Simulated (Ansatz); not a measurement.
Ansatz (a first-principles code) run on Cs (Im-3m, 1 atom in the cell): self-consistent single point.

Level of theory: PBEsol, default PAW files made with PBE (plane waves; Ansatz).

The change in words: lattice scaled by 0.98; basis.ecutwfc: 30.9 Ry → 21.7 Ry. Reference geometry:
```yaml
crystal:
  lattice:
    - [-3.03475, 3.03475, 3.03475]
    - [3.03475, -3.03475, 3.03475]
    - [3.03475, 3.03475, -3.03475]
  atoms:
    - { symbol: Cs, position: [0.00000, 0.00000, 0.00000] }
```

Reference input (self-consistent single point, DFT, PBEsol, plane waves, default PAW files made with PBE): basis.ecutwfc = 30.9 Ry; kpoints.mp_grid.grid = 8 8 8; hamiltonian.xc = pbesol; hamiltonian.pseudopotentials = {kind: paw} (the program's default PAW files); scf.occupations.method = gaussian; scf.occupations.width = 0.0073 Ry. This run's input differs from it in these lines:

Ansatz 0.2 input:
```diff
@@ -2,5 +2,5 @@
   lattice:
-    - [-3.034750, 3.034750, 3.034750]
-    - [3.034750, -3.034750, 3.034750]
-    - [3.034750, 3.034750, -3.034750]
+    - [-2.974055, 2.974055, 2.974055]
+    - [2.974055, -2.974055, 2.974055]
+    - [2.974055, 2.974055, -2.974055]
   atoms:
@@ -8,3 +8,3 @@
 basis:
-  ecutwfc: 30.9 Ry
+  ecutwfc: 21.7 Ry
 kpoints:
```

The program printed (abridged):

```
SCF iter   1: F=—  HF=-5585.783047 eV  |F-HF|=—  |Δ(HF+E_count)|=         —  Δρ=5.00e-4  dr2=2.25e-4  ethr=1.77e-3  ⟨swp⟩=6.0  Hψ=2096  notcnv=0
all-band conjugate gradients solve this SCF's bands
preconditioner: auto → Kerker (q_TF=auto, 1.811 Å⁻¹)
SCF iter   2: F=—  HF=-5585.783361 eV  |F-HF|=—  |Δ(HF+E_count)|=   3.14e-4  Δρ=2.62e-4  dr2=9.17e-5  ethr=2.50e-6  ⟨swp⟩=2.3  Hψ=634  notcnv=0
SCF iter   3: F=—  HF=-5585.783422 eV  |F-HF|=—  |Δ(HF+E_count)|=   6.08e-5  Δρ=6.49e-5  dr2=6.15e-6  ethr=1.02e-6  ⟨swp⟩=2.0  Hψ=385  notcnv=0
SCF iter   4: F=—  HF=-5585.783422 eV  |F-HF|=—  |Δ(HF+E_count)|=   4.84e-7  Δρ=2.57e-5  dr2=1.95e-6  ethr=6.84e-8  ⟨swp⟩=2.0  Hψ=345  notcnv=0
SCF iter   5: F=—  HF=-5585.783422 eV  |F-HF|=—  |Δ(HF+E_count)|=   1.50e-7  Δρ=1.27e-5  dr2=2.00e-7  ethr=2.17e-8  ⟨swp⟩=2.0  Hψ=359  notcnv=0
SCF iter   6: F=-5585.783422 eV  HF=-5585.783422 eV  |F-HF|=1.82e-9  |Δ(HF+E_count)|=   5.15e-8  Δρ=1.68e-6  dr2=2.64e-9  ethr=1.11e-9  ⟨swp⟩=5.7  Hψ=1250  notcnv=0
SCF 1 converged in 6 iterations: F = -5585.783422 eV  dr2 = 2.64e-9
Free energy (F): -5585.783422 eV
Internal energy: -5585.773256 eV  (E = F + TS)
E sigma→0 (E₀):  -5585.778339 eV
Entropy (-TS):   -0.010167 eV (-10.167 meV/atom)
Fermi energy:    2.543654 eV
--- Forces (eV/Å), atoms counted from 1 ---
  atom   1  Cs     0.00000000    -0.00000000     0.00000000
--- Stress (GPa, compression-positive) ---
        0.068352      -0.000000       0.000000
       -0.000000       0.068352       0.000000
       -0.000000      -0.000000       0.068352
  P = ⅓ Tr σ = 0.0684 GPa (0.684 kbar)
  The stress holds the Pulay correction. Without it, at fixed plane waves, as pw.x and ABINIT print it: P = -0.0365 GPa
```

The run converged in 6 iterations. Against the reference run the free energy rises by 9.5 meV/atom and the pressure goes from -0.06 to 0.07 GPa.

The starting cell has typed, rounded lattice constants, without a prior relaxation at this level. Its lattice was rescaled by up to half a per cent. For this run, on top of that: lattice scaled by 0.98. Ansatz's pressure includes its estimate of the finite-basis (Pulay) stress. The cutoff lies below the one recommended for these files.
